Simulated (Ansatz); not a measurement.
The starting structures come from a database of crystals and need not be the phases stable at ambient conditions.

 Where the default PAW files enter, the runs use the earlier of Ansatz's two default sets.

Inside the gap of an insulator the Bloch states are evanescent, with a wavenumber k + iκ along the transport direction.

Data:

```xyz
8
Lattice="4.7700 0.0000 0.0000 0.0000 5.1348 0.0000 0.0000 -1.5947 2.3760" Properties=species:S:1:pos:R:3 pbc="T T T"
Al     2.4273     0.1809     1.8446
Al     0.0424     2.5618     1.7194
H      0.1099    -0.1088     1.6502
H      2.4949     2.8515     1.9138
O      1.6753     1.7789     1.1940
O      4.0603     0.9637     2.3700
O      3.1074     0.0033     0.0022
O      0.7224     4.3341     1.1858
```

Space group of this cell: Pmn2_1. The cell is taken as given; by PBEsol its mean pressure is -4.8 GPa.

Transport runs along the normal of the first two printed cell vectors.

The gap is the functional's own, uncorrected, and κ follows it; spin-orbit coupling is left out. Mid-gap values are interpolated between the computed energies.

Task: Estimate the band gap and the smallest decay constant κ at mid-gap that Ansatz (a program for electronic structure) with PBEsol returns for this system.

Result: Gap 5.56 eV on a 6×12×12 mesh; κ = 0.382 1/Å, at the zone centre.
